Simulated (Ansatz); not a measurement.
# PbSe: response to strain

The reference is PbSe in the rock salt structure (space group Fm-3m, No. 225; a = 6.178 Å).

Strains are applied to the cell and any free atomic positions relax.

Calculations: r2SCAN (Ansatz, a first-principles code), spin-orbit coupling left out.

Notes on the quantities. energy relative to the base: free energy F.

| isotropic strain (%) | energy relative to the base (meV/atom) |
|---|---|
| -4.54 | 102.4 |
| -1.99 | ? |
| 0 | 0.0 |
| 0.29 | 0.4 |
| 0.69 | 2.0 |

Problem. Fit ΔE = Aε² + Bε³ (ε in %) to the rows shown and predict the withheld row.

Solution. Least squares on the printed values gives A = 4.31 and B = -0.14 meV/atom (largest residual 0.0 meV/atom); this predicts 18.2 meV/atom, and the run gives 18.0 meV/atom, 0.2 lower.

No phonon test of stability was made.
